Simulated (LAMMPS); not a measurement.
Cu (fcc) at 1900 K and zero pressure, started from the melt, with several potentials, in cells of their own sizes.

The levels:
- EAM-type AlCu.adp: classical MD, pair style adp, file AlCu.adp (LAMMPS); Apostol and Mishin, Phys Rev B 83, 054116 (2011)
- EAM-type AlCu.eam.alloy: classical MD, pair style eam/alloy, file AlCu.eam.alloy (LAMMPS); Cai and Ye, Phys Rev B, 54, 8398-8410 (1996)
- EAM-type CuNi.eam.alloy: classical MD, pair style eam/alloy, file CuNi.eam.alloy (LAMMPS); Onat and Durukanoglu, J Phys Cond Matt, 26, 035404 (2014)
- EAM-type CuZr_mm.eam.fs: classical MD, pair style eam/fs, file CuZr_mm.eam.fs (LAMMPS)
- EAM-type Cu_mishin1.eam.alloy: classical MD, pair style eam/alloy, file Cu_mishin1.eam.alloy (LAMMPS); Mishin, Phys Rev B, 63, 224106 (2001)
- EAM-type Cu_zhou.eam.alloy: classical MD, pair style eam/alloy, file Cu_zhou.eam.alloy (LAMMPS); Zhou et al, Acta Mater, 49, 4005 (2001)
- EAM-type smf7: classical MD, pair style eam, the elements' _smf7.eam files (smf7) (LAMMPS); Foiles, Phys Rev B 32, 7685 (1985)
- EAM-type universal-3 set of Foiles, Baskes and Daw: classical MD, pair style eam, the elements' _u3.eam files (universal-3 set of Foiles, Baskes and Daw) (LAMMPS); Foiles et al, Phys Rev B, 33, 7983 (1986)
- MEAM AlSiMgCuFe.meam: classical MD, pair style meam, file AlSiMgCuFe.meam (LAMMPS); Jelinek, Groh, Horstemeyer, Houze, Kim, Wagner, Moitra and Baskes, Phys Rev B, 85, 245102 (2012)
- MEAM library.meam-Cu: classical MD, pair style meam, file library.meam (library.meam-Cu) (LAMMPS); Baskes, Phys Rev B, 46, 2727-2742 (1992)
- SNAP Cu_Zuo_JPCA2020.quadratic.snap: MD with a machine-learned potential, pair style snap, file Cu_Zuo_JPCA2020.quadratic.snap (LAMMPS); Y. Zuo, C. Chen, X, Li, Z. Deng, Y. Chen, J. Behler, G. Csányi, A. V. Shapeev, A. P. Thompson, M. A. Wood, S. P. Ong, "Performance and Cost Assessment of Machine Learning Interatomic Potentials" J. Phys. Chem. A 124, 4, 731-745 (2020)
- SNAP Cu_Zuo_JPCA2020.snap: MD with a machine-learned potential, pair style snap, file Cu_Zuo_JPCA2020.snap (LAMMPS); Y. Zuo, C. Chen, X, Li, Z. Deng, Y. Chen, J. Behler, G. Csányi, A. V. Shapeev, A. P. Thompson, M. A. Wood, S. P. Ong, "Performance and Cost Assessment of Machine Learning Interatomic Potentials" J. Phys. Chem. A 124, 4, 731-745 (2020)
- bond-order AlCu.bop.table: classical MD, pair style bop, file AlCu.bop.table (LAMMPS); Zhou, Ward, and Foster, Phys. Chem. Chem. Phys., under consideration

| potential | state | volume | first peak of g(r) | coordination number | self-diffusion coefficient of Cu (not corrected for cell size) | viscosity | mean phonon frequency | rough cost (ms per atom and simulated ps) |
|---|---|---|---|---|---|---|---|---|
| bond-order AlCu.bop.table | liquid | 12.658 ± 0.006 Å³/atom | 2.47 Å, height 2.4 | 13.0 (counted to 3.42 Å) | (6.9 ± 0.2) × 10^-5 cm²/s | - | 4.4 THz | 30 to 100 |
| EAM-type AlCu.adp | liquid | 14.116 ± 0.002 Å³/atom | 2.46 Å, height 2.5 | 12.8 (counted to 3.54 Å) | (7.58 ± 0.09) × 10^-5 cm²/s | - | 4.3 THz | 3 to 10 |
| EAM-type AlCu.eam.alloy | liquid | 14.806 ± 0.003 Å³/atom | 2.48 Å, height 2.3 | 12.6 (counted to 3.58 Å) | (9.48 ± 0.07) × 10^-5 cm²/s | 1.5 ± 0.2 mPa s | 3.8 THz | 0.3 to 1 |
| EAM-type CuNi.eam.alloy | liquid | 14.0085 ± 0.0008 Å³/atom | 2.47 Å, height 2.4 | 12.9 (counted to 3.54 Å) | (7.42 ± 0.05) × 10^-5 cm²/s | - | 4.1 THz | 0.3 to 1 |
| EAM-type CuZr_mm.eam.fs | liquid | 13.771 ± 0.001 Å³/atom | 2.51 Å, height 2.2 | 12.6 (counted to 3.50 Å) | (8.44 ± 0.08) × 10^-5 cm²/s | - | 3.6 THz | 1 to 3 |
| EAM-type Cu_mishin1.eam.alloy | liquid | 14.122 ± 0.001 Å³/atom | 2.48 Å, height 2.5 | 12.5 (counted to 3.50 Å) | (7.30 ± 0.08) × 10^-5 cm²/s | 1.9 ± 0.1 mPa s | 4.3 THz | 1 to 3 |
| EAM-type Cu_zhou.eam.alloy | liquid | 14.164 ± 0.003 Å³/atom | 2.47 Å, height 2.2 | 12.8 (counted to 3.54 Å) | (1.01 ± 0.03) × 10^-4 cm²/s | 1.5 ± 0.2 mPa s | 3.6 THz | 1 to 3 |
| EAM-type smf7 | liquid | 14.330 ± 0.003 Å³/atom | 2.47 Å, height 2.4 | 12.6 (counted to 3.54 Å) | (8.8 ± 0.1) × 10^-5 cm²/s | 1.9 ± 0.1 mPa s | 4.0 THz | 0.3 to 1 |
| EAM-type universal-3 set of Foiles, Baskes and Daw | liquid | 14.151 ± 0.003 Å³/atom | 2.47 Å, height 2.4 | 12.8 (counted to 3.54 Å) | (7.89 ± 0.04) × 10^-5 cm²/s | - | 4.0 THz | 0.3 to 1 |
| MEAM AlSiMgCuFe.meam | liquid | 14.428 ± 0.009 Å³/atom | 2.46 Å, height 2.4 | 11.8 (counted to 3.46 Å) | (9.6 ± 0.3) × 10^-5 cm²/s | - | 4.0 THz | 3 to 10 |
| MEAM library.meam-Cu | liquid | 14.49 ± 0.02 Å³/atom | 2.49 Å, height 2.5 | 12.0 (counted to 3.50 Å) | (6.61 ± 0.06) × 10^-5 cm²/s | - | 5.1 THz | 1 to 3 |
| SNAP Cu_Zuo_JPCA2020.quadratic.snap | liquid | 14.90 ± 0.03 Å³/atom | 2.47 Å, height 2.4 | 12.3 (counted to 3.58 Å) | (8.8 ± 0.8) × 10^-5 cm²/s | - | 3.8 THz | 30 to 100 |
| SNAP Cu_Zuo_JPCA2020.snap | liquid | 14.03 ± 0.02 Å³/atom | 2.45 Å, height 2.5 | 12.2 (counted to 3.46 Å) | (5.7 ± 0.2) × 10^-5 cm²/s | - | 4.4 THz | 30 to 100 |

Costs are rough: whole-run CPU time with set-up and analysis, from shared machines, in bands a factor of about three wide.

Caution (rows bond-order AlCu.bop.table; SNAP Cu_Zuo_JPCA2020.quadratic.snap; SNAP Cu_Zuo_JPCA2020.snap): a run this short can hold a crystal over, or a liquid under, the potential's own melting point, which these runs don't give.

Caution: the potential MEAM library.meam-Cu is a first-neighbour MEAM set with a 4 Å cutoff, used here without a parameter file and away from the static properties it was fitted to.

Caution (row SNAP Cu_Zuo_JPCA2020.quadratic.snap): enthalpy drifts during the constant-pressure average: a transition or slow ageing; fluctuation values are void.

States go by the mean squared displacement: a species diffuses where it passes 1.5 Å², still rises and gives D over 1e-6 cm²/s; a crystal has left its structure where atoms lie 0.35 Å off their sites on average or a cubic box changes its shape by 3 %, or the axial ratios of another lie 8 % off the starting cell's, which the potential's own relaxation can also do.

Errors of D are the spread over four groups of atoms in one short run; a floor of about 5 %, a picked value, is safer.

Uncertainties are statistical and leave out the potential's own error.
